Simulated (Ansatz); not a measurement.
Start from GaN in the CsCl type structure (space group Pm-3m, No. 221; a = 2.7427 Å; a hypothetical phase, not in the database extracts checked; relaxed with 0.1 eV smearing). Axes: x, y, z lie along the cube axes.

Method: DFT with PBE, PAW potentials and a 420 eV plane-wave cutoff in Ansatz (an electronic-structure program), without spin-orbit coupling.

A first run, uniaxial strain ε_zz = +2.39 %, gives secant values C11 ≈ 250 GPa and C12 ≈ 75 GPa from its stress. A second run applies biaxial strain −1.35 %, plane normal [001], relaxed out of plane.

Problem. What does linear elasticity predict for −ε⊥/ε∥ in the second run, and what does the run give?

Solution. Linear elasticity: 2 C12/C11 = 0.60. The run gives 0.62; any difference comes from nonlinear terms at these strains and numerical noise.

No phonon test of stability was made. The final runs are not spin-polarised.
